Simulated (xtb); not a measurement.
xtb 6.7.1, GFN2-xTB: O=C(c1c(F)c(F)cc(F)c1F)c1c2ccccc2cc2ccccc12, 36 atoms. The geometry is a generated start, not checked to be a minimum at this level.

```
Property                  Result
-----------------  -------------
run flags                 --grad
method                  GFN2-xTB
--acc                1 (default)
--etemp (K)        300 (default)
basis functions              114
valence electrons            128
```

One run each on 1 thread. Values of broydamp tried: 0.02, 0.05, 0.1, 0.2, 0.4 (default), 0.6, 0.8, 1.

**Question.** Predict the course of the SCC iterations along this series.

**Answer.** Fewest SCC iterations, within one of each other: 0.2 with 13, 0.4 (default) with 12, 0.6 with 13, 0.8 with 13. The count rises to 18 at 0.02. All converge to one solution.

| broydamp | SCC iterations | end |
|---|---|---|
| 0.02 | 18 | same solution |
| 0.05 | 17 | same solution |
| 0.1 | 15 | same solution |
| 0.2 | 13 | same solution |
| 0.4 (default) | 12 | same solution |
| 0.6 | 13 | same solution |
| 0.8 | 13 | same solution |
| 1 | 14 | same solution |
